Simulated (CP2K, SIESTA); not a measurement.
A SIESTA input for a self-consistent single point of CdIn (P-6m2, 2 atoms in the cell) (DFT, GGA PBEsol, numerical atomic orbitals DZP, PseudoDojo PBEsol standard norm-conserving potentials (rewritten from UPF to PSML)):

```
# files in the folder: Cd.psml In.psml (PseudoDojo PBEsol standard)
SystemName  CdIn
SystemLabel cdin

NumberOfAtoms                2
NumberOfSpecies              2
%block ChemicalSpeciesLabel
  1 48 Cd
  2 49 In
%endblock ChemicalSpeciesLabel
LatticeConstant              1.0 Ang
%block LatticeVectors
     3.218613000    0.000000000    0.000000000
    -1.609306000    2.787400000    0.000000000
     0.000000000    0.000000000    5.916146000
%endblock LatticeVectors
AtomicCoordinatesFormat      Ang
%block AtomicCoordinatesAndAtomicSpecies
     0.000000000    0.000000000    2.958073000  1
     1.609308276    0.929132404    0.000000000  2
%endblock AtomicCoordinatesAndAtomicSpecies

XC.functional                GGA
XC.authors                   PBEsol
PAO.BasisSize                DZP
PAO.EnergyShift              0.01 Ry
MeshCutoff                   350 Ry
%block kgrid.MonkhorstPack
    8   0   0  0.0
    0   8   0  0.0
    0   0   4  0.0
%endblock kgrid.MonkhorstPack
OccupationFunction           FD
ElectronicTemperature        1160.45 K

MaxSCFIterations             150
SCF.Mixer.Method             Pulay
SCF.Mixer.Weight             0.1
SCF.Mixer.History            8
SCF.DM.Tolerance             1.0E-04
Diag.ParallelOverK           true
WriteForces                  true
```

Problem. Give the CP2K input for the same structure, mesh, smearing and functional.

Solution. This is the input that was run; spellings and numerical settings could be chosen otherwise.

```
&GLOBAL
  PROJECT scf
  RUN_TYPE ENERGY_FORCE
  PRINT_LEVEL MEDIUM
&END GLOBAL
&FORCE_EVAL
  METHOD Quickstep
  STRESS_TENSOR ANALYTICAL
  &DFT
    BASIS_SET_FILE_NAME BASIS_MOLOPT
    POTENTIAL_FILE_NAME GTH_POTENTIALS
    &QS
      METHOD GPW
      EPS_DEFAULT 1E-11
    &END QS
    &MGRID
      CUTOFF 500
      REL_CUTOFF 60
      NGRIDS 5
    &END MGRID
    &SCF
      SCF_GUESS ATOMIC
      EPS_SCF 1E-7
      MAX_SCF 100
      ADDED_MOS 5
      &DIAGONALIZATION
        ALGORITHM STANDARD
      &END DIAGONALIZATION
      &MIXING
        METHOD BROYDEN_MIXING
        ALPHA 0.3
        NBUFFER 8
        BETA 1
      &END MIXING
      &SMEAR ON
        METHOD FERMI_DIRAC
        ELECTRONIC_TEMPERATURE [K] 1160.45
      &END SMEAR
    &END SCF
    &KPOINTS
      SCHEME MONKHORST-PACK 8 8 4
      GAMMA_CENTERED T
    &END KPOINTS
    &XC
      &XC_FUNCTIONAL
        &PBE
          PARAMETRIZATION PBESOL
        &END PBE
      &END XC_FUNCTIONAL
    &END XC
    &PRINT
      &MO
        EIGENVALUES T
        OCCUPATION_NUMBERS T
        NDIGITS 8
        FILENAME mo
        &EACH
          QS_SCF 0
        &END EACH
        ADD_LAST NUMERIC
      &END MO
      &MULLIKEN ON
      &END MULLIKEN
    &END PRINT
  &END DFT
  &SUBSYS
    &CELL
      ABC 3.21861300 3.21861221 5.91614600
      ALPHA_BETA_GAMMA 90.00000000 90.00000000 119.99999784
      PERIODIC XYZ
    &END CELL
    &COORD
      SCALED
      Cd       0.00000000     0.00000000     0.50000000
      In       0.66666700     0.33333300     0.00000000
    &END COORD
    &KIND Cd
      BASIS_SET DZVP-MOLOPT-SR-GTH-q12
      POTENTIAL GTH-PBE-q12
    &END KIND
    &KIND In
      BASIS_SET DZVP-MOLOPT-SR-GTH-q13
      POTENTIAL GTH-PBE-q13
    &END KIND
  &END SUBSYS
  &PRINT
    &FORCES ON
    &END FORCES
    &STRESS_TENSOR ON
    &END STRESS_TENSOR
  &END PRINT
&END FORCE_EVAL
```

Basis settings and potentials, where a program has them, do not carry over. This input uses DFT PBEsol, GPW, DZVP-MOLOPT-SR-GTH basis, GTH-PBE potentials (GTH_POTENTIALS). Both were run: pressure -5.98 GPa in SIESTA and -3.33 in CP2K.

On SIESTA: the starting cell comes from a database of computed structures (which also holds hypothetical and non-ambient phases and stackings), without a prior relaxation at this level. Its lattice was rescaled by a random factor within 2.5 % of one. Values carry the incompleteness of an atom-centred basis. With a pressure of about -6 GPa the cell is away from its equilibrium volume at this level.

On CP2K: the starting cell comes from a database of computed structures (which also holds hypothetical and non-ambient phases and stackings), without a prior relaxation at this level. Its lattice was rescaled by a random factor within 2.5 % of one. Values carry the incompleteness of an atom-centred basis. The potentials were made for another functional than the one used. With a pressure of about -3 GPa the cell is away from its equilibrium volume at this level.
